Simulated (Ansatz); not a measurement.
The starting structures come from a database of crystals and need not be the phases stable at ambient conditions.

Inside the gap of an insulator the Bloch states are evanescent, with a wavenumber k + iκ along the transport direction.

```yaml
crystal:
  lattice:
    - [7.85287, 0.00000, 0.00000]
    - [-3.92643, 6.80078, 0.00000]
    - [0.00000, 0.00000, 9.70455]
  atoms:
    - { symbol: Rb, position: [0.00000, 0.00000, 0.00000] }
    - { symbol: Rb, position: [0.66667, 0.33333, 0.66743] }
    - { symbol: Rb, position: [0.33333, 0.66667, 0.33257] }
    - { symbol: Sb, position: [0.66667, 0.33333, 0.19075] }
    - { symbol: Sb, position: [0.33333, 0.66667, 0.80925] }
    - { symbol: Br, position: [0.83126, 0.66252, 0.34030] }
    - { symbol: Br, position: [0.16874, 0.33748, 0.65970] }
    - { symbol: Br, position: [0.33748, 0.16874, 0.34030] }
    - { symbol: Br, position: [0.66252, 0.83126, 0.65970] }
    - { symbol: Br, position: [0.83126, 0.16874, 0.34030] }
    - { symbol: Br, position: [0.16874, 0.83126, 0.65970] }
    - { symbol: Br, position: [0.50000, 0.00000, 0.00000] }
    - { symbol: Br, position: [0.00000, 0.50000, 0.00000] }
    - { symbol: Br, position: [0.50000, 0.50000, 0.00000] }
```

Space group of this cell: P-3m1. The cell is taken as given; by PBEsol its mean pressure is -0.5 GPa.

Transport runs along the normal of the first two printed cell vectors, the (001) plane of the conventional cell.

The gap is the functional's own. No spin-orbit coupling. Mid-gap values are interpolated on the energy grid.

Question: Estimate the band gap and the smallest decay constant κ at mid-gap that PBEsol in Ansatz (a first-principles code) returns for this system.

Answer: Gap 1.80 eV on a 6×6×4 mesh; κ = 0.189 1/Å, at the zone centre.
